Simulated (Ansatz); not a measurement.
# Habitual settings against a tight run: GeSb2Te4 (R3m, 7 atoms in the cell)

Self-consistent single point.

```xyz
7
Lattice="2.1224 1.2254 13.6886 -2.1224 1.2254 13.6886 0.0000 -2.4507 13.6886" Properties=species:S:1:pos:R:3 pbc="T T T"
Ge     0.0000     0.0000    23.4260
Sb     0.0000     0.0000    17.5154
Sb     0.0000     0.0000    40.9830
Te     0.0000     0.0000    35.7176
Te     0.0000     0.0000     5.5093
Te     0.0000     0.0000    29.2127
Te     0.0000     0.0000    11.8975
```

Level of theory: LDA (PW92), PAW files made with PBE (plane waves; Ansatz, a first-principles code).

Base settings: basis.ecutwfc = 30.9 Ry; kpoints.mp_grid.grid = 5 5 5; hamiltonian.xc = lda; hamiltonian.pseudopotentials = {kind: paw} (the program's default PAW files); scf.occupations.method = gaussian; scf.occupations.width = 0.0015 Ry.

Tight run (finer mesh or higher cutoff; not a proven limit): basis.ecutwfc: 30.9 Ry → 43.4 Ry; kpoints.mp_grid.grid: 5 5 5 → 7 7 7; scf.convergence.dr2_threshold: default (1e-07 eV) → 1e-09 eV. It gave top of the valence band (on the code's own zero) 9.21 eV; gap on the k-point mesh 0.32 eV; pressure -1.24 GPa; largest force (vector length) 0.186 eV/Å.

Quick runs, as changes from the base:
- A: the base itself
- B: basis.ecutwfc: 30.9 Ry → 18.4 Ry; kpoints.mp_grid.grid: 5 5 5 → 1 1 1; scf.occupations.method: gaussian → fermi_dirac; scf.occupations.width: 0.0015 Ry → 0.0147 Ry; scf.convergence.dr2_threshold: default (1e-07 eV) → 0.0001 eV
- C: basis.ecutwfc: 30.9 Ry → 24.6 Ry; kpoints.mp_grid.grid: 5 5 5 → 2 2 2; hamiltonian.xc: lda → pbesol; scf.occupations.method: gaussian → cold; scf.occupations.width: 0.0015 Ry → 0.02 Ry [PBEsol]
- D: kpoints.mp_grid.grid: 5 5 5 → 4 4 4
- E: basis.ecutwfc: 30.9 Ry → 24.6 Ry; kpoints.mp_grid.grid: 5 5 5 → 6 6 6; hamiltonian.xc: lda → pbesol; scf.occupations.method: gaussian → cold; scf.occupations.width: 0.0015 Ry → 0.0367 Ry [PBEsol]

Energies are extrapolated to zero smearing width, which holds to low order in the width alone.

Dashes: gap of B, C, E, left out as unsure on this mesh or at this smearing; energy of C, E, another energy zero.

Gaps are read on each run's own mesh, which may miss the band edges.

† marks runs with another functional, U, potentials or spin treatment: their distance from the tight run is not a convergence error alone.

The count of work is k-points × plane waves × bands × iterations; it is no time. 

Pressures in the table are Ansatz's without its Pulay estimate, at a fixed set of plane waves; the tight run's value above holds the estimate.

The starting cell comes from a database of computed structures (which also holds hypothetical and non-ambient phases and stackings), without a prior relaxation at this level. Its lattice was rescaled by a random factor within 2.5 % of one. Spin-orbit coupling is off.

| run | energy less tight (meV/atom) | pressure less tight (GPa) | largest miss in a force vector (eV/Å) | gap on the mesh less tight (eV) | count of work / tight |
|---|---|---|---|---|---|
| A | -3.5 | -0.09 | 0.060 | 0.101 | 0.23 |
| B | 4527.2 | 10.46 | 1.516 | – | 0.0046 |
| C† | – | 3.59 | 0.813 | – | 0.039 |
| D | -7.9 | -0.12 | 0.145 | 0.038 | 0.16 |
| E† | – | 0.64 | 0.100 | – | 0.38 |

Among the runs at the tight run's level, the energy misses run from 3.5 to 4527.2 meV/atom.

Left out of this page: 1 run of the series outside the window shown, repeating another row's setting, or not comparable.

Keys are those of Ansatz 0.2.
